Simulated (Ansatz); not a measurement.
## A constructed model of the (111) surface of fcc Al, a pseudomorphic layer of Fe in the host's stacking (bottom of the slab: a bare face, its two planes held)

Computed with PBE (plane waves to 420 eV, PAW; Ansatz, an electronic-structure program).

Model: 7-atom slab, 13.7 Å thick at the start with caps and adatoms (thin: gaps and levels are the slab's own), 15x15x1 mesh, Fermi-Dirac 0.1 eV, dipole correction, 2 atoms held, the rest relaxed; start symmetry kept, larger cells not searched; spin-polarised, ending with about 2.6 μB a cell; orders that need a larger cell were not tried, no spin-orbit, no U. It is one candidate, not shown to be the stable structure of the face.

```
Property                                                Result
-----------------------------  -------------------------------
work function of the top face                          4.71 eV
energy released by relaxation                         0.030 eV
magnetic moment of the cell                            2.63 μB
cost                           around 100 core-seconds (rough)
```
